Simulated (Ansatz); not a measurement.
For CsCl-type CoAl, PBE-D3(BJ) (Ansatz, a quantum-chemistry and plane-wave program, PAW) gives:

| Item | Result |
|---|---|
| equilibrium lattice constant a | 2.819 Å |
| elastic constant C11 | 322 GPa |
| elastic constant C44 | 156 GPa |
| Voigt–Reuss–Hill shear modulus | 129 GPa |

Task: What does HSE06 (plane waves, PAW; Ansatz) give for the same quantities?

Result: 
- lattice constant a: 2.810 Å (shrinks by 0.3 %)
- elastic constant C11: 384 GPa (rises by 19 %)
- elastic constant C44: 166 GPa (increases by 6.4 %)
- Voigt–Reuss–Hill shear modulus: 153 GPa (goes up by 19 %)

For comparison: lattice constant a 2.861 Å (measured, room temperature, not corrected to a static lattice; as tabulated in Yamada et al. (2019), arXiv:1910.09660).

Changes are worked out from the printed values.

Unless a cell is named, each level is at its own relaxed cell (PBE-D3(BJ) 11.21, HSE06 11.09 Å³/atom).

The crystal itself was run without spin with PBE-D3(BJ), HSE06; a magnetic state was not tried in these runs.

Caveats: exact exchange on metals is sensitive to the k mesh and can open a false gap (HSE06); hybrids on metals are sensitive to the k mesh (HSE06); the dispersion coefficients are held fixed in the derivatives (PBE-D3(BJ)); the run warned that the count of filled bands differs between k points (HSE06). Ansatz's density-functional and Hartree–Fock values are scalar-relativistic unless marked +SOC, with PAW data made under PBE.
